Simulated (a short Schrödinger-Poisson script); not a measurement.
From a short Schrödinger-Poisson script (our own, NumPy): 1D Poisson equation in equilibrium, electrons quantum, Hartree (BenDaniel-Duke, 12 states a valley, the channel's in-plane mass for all, wave functions free to enter the dielectric), parabolic valleys, classical holes, full ionisation, no traps, pinning or gate leakage.

System: symmetric double-gate stack, Al2O3 on p-type Ge(100), at 400 K.

```tsv
layer	material	thickness (nm)	Na (cm⁻³)
1	Al2O3	6.7	-
2	Ge	8	6e16
3	Al2O3	6.7	-
```

The device is made up for the run: typed textbook-type constants, with dimensions and the other settings drawn at random. Al2O3: permittivity 9, conduction-band edge (eV) 2.65, gap (eV) 6.8, electron mass (mₑ) 0.3. Ge: permittivity 16, conduction-band edge (eV) 0, gap (eV) 0.664, Nv at 300 K (cm⁻³) 6e18.

Channel valleys (confinement mass, in-plane density-of-states mass, number): L4 0.12, 0.295, 4. At the gates, both at one voltage, the conduction-band edge of layer 1 lies 2.66 eV − eVg above the Fermi level of the channel. Gaps are held at their typed values at every temperature. Mesh 0.03 nm at interfaces.

Gate and field steps stay those of the base.

One input was changed, with this effect: sheet density of all electrons at Vg = 1.5 V little changed (1.85e13 cm⁻²); gate voltage at 1e11 electrons/cm² -0.12 → -0.03 V; capacitance of both gates at Vg = 1.5 V 2.06 → 2.12 μF/cm²; sheet density of all electrons at Vg = 0.3 V 3.78e12 → 3.06e12 cm⁻².

Which change was it?
A. body doping 6e+16 → 1e+15 cm^-3
B. body thickness 8 → 4 nm
C. body thickness 8 → 2 nm

B, body thickness 8 → 4 nm

Only the L valleys are kept; under strong confinement the Δ valleys of Ge fill too.
